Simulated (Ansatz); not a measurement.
Consider the following.

```xyz
2
Lattice="0.0000 2.6645 2.7800 2.6645 0.0000 2.7800 2.6645 2.6645 0.0000" Properties=species:S:1:pos:R:3 pbc="T T T"
Zn     0.0000     0.0000     0.0000
S      1.3323     1.3323     1.3900
```

Calculation: r2SCAN with spin-orbit coupling, rigid bands (plane waves, PAW; Ansatz, a quantum-chemistry and plane-wave program). Condition of this run: uniaxial stress zz = -2 GPa (compression positive) (the target of the relaxation). How the cell was made: cell and atoms relaxed with r2SCAN, then loaded as said.

Q: What conductivity effective mass do dilute electrons have at 300 K?

A: 0.20 mₑ.

Q: Predict the hole conductivity mass (n e² τ/σ) at 300 K, by direction if it differs.

A: 0.67 (x), 0.67 (y), 0.82 (z) mₑ.

Q: And the band gap?

A: 2.58 eV at this level; semilocal functionals usually fall short of the measured gap.

Rigid bands, one relaxation time for all states, no polarons.
